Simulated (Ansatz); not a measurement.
# What pressure 15 GPa does to CdTe

The parent structure is CdTe in the zinc blende structure (space group F-43m, No. 216; a = 6.409 Å).

The change: cell and atoms relaxed at a pressure of 15 GPa.

Computed with Ansatz (a first-principles code), LDA, PAW, cutoff 420 eV, without spin-orbit coupling. Γ-centred 9×9×9 mesh, Fermi–Dirac width 0.05 eV.

- Density = 7.40 g/cm³ (base 6.06 g/cm³)
- Lattice parameter a = 5.994 Å (base 6.409 Å)
- Shortest interatomic distance = 2.595 Å (base 2.775 Å)
- Enthalpy H = E + PV relative to the base's energy = +2.75 eV/atom
- Band gap = 1.23 eV (base 0.61 eV)
- Gap character = direct at Γ (base direct at Γ)
- Width of the top valence band = 3.43 eV (base 2.38 eV)
- Electron mass = 0.084 mₑ (at Γ) (base 0.050 mₑ (at Γ))
- Hole mass (degenerate bands, along [100]) = 0.085, 0.34, 0.34 mₑ (at Γ) (base 0.051, 0.48, 0.48 mₑ (at Γ))
- Valley order (the lowest conduction-band minima on the path, energy above the VBM, named in the base's zone) = Γ 1.23 eV; L along ⟨111⟩ 1.84 eV; X along ⟨100⟩ 1.87 eV (base Γ 0.61 eV; L along ⟨111⟩ 1.68 eV)

Cost of the whole job for the changed cell (relaxation, final SCF and bands): about 30 core-seconds (a rough figure).

Spin-orbit coupling, missing from the scalar runs, can matter with Te. Load acts through the strain it causes; cell and atoms are relaxed under it. Masses are band curvatures over ±0.01 Å⁻¹ around the edge. No phonon test of stability was made. Measured, CdTe leaves this structure (for cinnabar) near 3.53 GPa (temperature not stated; as listed in Datta, Sujoy, Jana, Debnarayan, arXiv (2020)), on rising pressure, with hysteresis.
